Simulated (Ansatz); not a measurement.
## Li on the 1x1 (0001) surface of hcp Ti, one in a 2x2 cell, started at the site 'bridge Ti-Ti (span 2.9 Å)'

Calculation: PBE (plane waves to 420 eV, PAW; Ansatz, a first-principles code).

Set-up: 17 atoms, 6.8 Å thick at the start under the adsorbate (thin: gaps and levels are the slab's own); mesh 6x6x1; 0.1 eV smearing; dipole correction on; 8 atoms held, the rest relaxed; symmetry of the start imposed; no spin, no spin-orbit, no U, no dispersion correction. At the end it is bonded to 3 Ti. In PBE it is, or lies within 0.03 eV of, the lowest of the starts that converged.

```json
{
 "adsorption energy against an atom of bcc Li": "-0.56 eV",
 "work_function_of_the_top_face": "2.54 eV",
 "change_of_the_work_function": "-1.85 eV",
 "change_of_the_step_from_the_bottom_to_the_top_vacuum_level_against_the_clean_slab": "-1.83 eV",
 "energy_released_by_relaxation": "0.084 eV",
 "height of the binding atom over the mean of the host atoms within 0.3 Å of the top one": "242.4 pm",
 "nearest_host_atoms_of_the_binding_atom": "Ti at 2.95 Å, Ti at 2.95 Å, Ti at 3.01 Å",
 "largest_move_of_a_host_atom": "0.14 Å",
 "note": "in the relaxation the adsorbate left its starting site by 0.7 Å",
 "cost": "about 7 core-minutes (a rough figure)"
}
```

A negative adsorption energy means that the adsorbate is more stable on the surface than in its reference.
